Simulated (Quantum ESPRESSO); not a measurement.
**One base run on Nb2CN (R-3m, 4 atoms in the cell) and variants with one or two settings moved**

```
Nb2CN
1.0
    1.58841     0.91707     5.18997
   -1.58841     0.91707     5.18997
    0.00000    -1.83414     5.18997
Nb C N
2 1 1
Direct
  0.74341   0.74341   0.74341
  0.25659   0.25659   0.25659
  0.00000   0.00000   0.00000
  0.50000   0.50000   0.50000
```

Base run A: PBEsol, GBRV 1.5 ultrasoft (PBESOL) pseudopotentials (Quantum ESPRESSO), self-consistent single point.

Its settings: ecutwfc = 40 Ry; ecutrho = 320 Ry; occupations = smearing; smearing = mp; degauss = 0.0073499 Ry; potentials = {Nb: nb_pbesol_v1.uspp.F.UPF, C: c_pbesol_v1.2.uspp.F.UPF, N: n_pbesol_v1.2.uspp.F.UPF}; K_POINTS = automatic 10 10 10 1 1 1; conv_thr = 1e-10 Ry.

The starting cell comes from a database of computed structures (which also holds hypothetical and non-ambient phases and stackings), without a prior relaxation at this level. Spin polarisation is off; with an odd number of electrons in the cell that forces a metal, and a magnetic state may lie lower. In the base run, with a pressure of about -13 GPa the cell is away from its equilibrium volume at this level.

ΔF is the free energy per atom less that of run A. 

Run A gave: pressure (GPa) -13.11; largest force (eV/Å) 0.080; k-points 110.

Runs:
- B: conv_thr: 1e-10 Ry → 7.3e-12 Ry
- C: nbnd: default → 34
- D: smearing: mp → cold; degauss: 0.0073499 Ry → 0.0147 Ry
- E: ecutwfc: 40 Ry → 24 Ry; ecutrho: 320 Ry → 192 Ry
- F: K_POINTS: automatic 10 10 10 1 1 1 → automatic 6 6 6 1 1 1
- G: conv_thr: 1e-10 Ry → 1e-07 Ry

Problem. What does run E change against A?

Solution. The free energy goes up by 231 meV/atom, the pressure goes from -13.11 to -26.18 GPa and the largest force goes from 0.080 to 0.023 eV/Å.

Problem. What does run F change against A?

Solution. The free energy goes up by 5.9 meV/atom, the pressure goes from -13.11 to -12.92 GPa and the largest force goes from 0.080 to 0.066 eV/Å.

| run | ΔF (meV/atom) | pressure (GPa) | largest force (eV/Å) | k-points |
|---|---|---|---|---|
| A | 0.00 | -13.11 | 0.080 | 110 |
| B | 0.00 | -13.12 | 0.080 | 110 |
| C | 0.00 | -13.12 | 0.080 | 110 |
| D | -0.12 | -13.11 | 0.075 | 110 |
| E | 231.0 | -26.18 | 0.023 | 110 |
| F | 5.9 | -12.92 | 0.066 | 28 |
| G | 0.00 | -13.08 | 0.081 | 110 |
